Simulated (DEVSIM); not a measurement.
Device: abrupt Ge n-p junction, at 350 K.

| layer (left to right) | material | thickness (μm) | Nd (cm⁻³) | Na (cm⁻³) | τn (s) | τp (s) |
|---|---|---|---|---|---|---|
| 1 | Ge | 23.0 | 8.9e15 | - | 1.5e-7 | 1.5e-7 |
| 2 | Ge | 15.0 | - | 1.4e14 | 1.5e-7 | 1.5e-7 |

Left contact: ohmic. Right contact: ohmic. Voltage is applied to the left contact. Recombination: SRH at mid-gap. Mobility is μmin + (μ − μmin)/(1 + (N/Nref)^α).

This is a model device: material constants are rounded textbook-type values typed into the input, and sizes, dopings and lifetimes were drawn at random. Values at 300 K; Nc and Nv go as T^1.5, mobilities as T to minus their exponent, the gap by Varshni's rule with the affinity fixed.

| parameter | Ge |
|---|---|
| gap (eV) | 0.664 |
| affinity (eV) | 4 |
| permittivity | 16 |
| Nc (cm⁻³) | 1.04e19 |
| Nv (cm⁻³) | 6e18 |
| μn (cm²/Vs) | 3900 |
| μp (cm²/Vs) | 1900 |
| μn,min | 150 |
| μp,min | 100 |
| Nref,n | 2.6e17 |
| Nref,p | 4e17 |
| αn | 0.56 |
| αp | 0.6 |
| T exponent of μn | 1.66 |
| T exponent of μp | 2.33 |
| Varshni α (eV/K) | 0.000477 |
| Varshni β (K) | 235 |

DEVSIM, 1D drift-diffusion, Boltzmann statistics, complete ionisation; no tunnelling, impact ionisation, image-force lowering or self-heating.

The temperature was swept, all else fixed.

| temperature (K) | potential step across the device at zero bias (V) | dark forward voltage at 100 A/cm² (V) | largest field in the device at zero bias (V/cm) |
|---|---|---|---|
| 250 | 0.313 | 0.422 | 4600 |
| 300 | 0.206 | 0.351 | 4700 |
| 350 | 0.120 | [?] | 4700 |
| 400 | 0.066 | 0.187 | 4000 |
| 450 | 0.027 | 0.110 | 2600 |
| 500 | 0.010 | 0.053 | 1600 |

**Question.** Some entries are withheld; supply them.

**Answer.** 
- 350, dark forward voltage at 100 A/cm² (V): 0.274
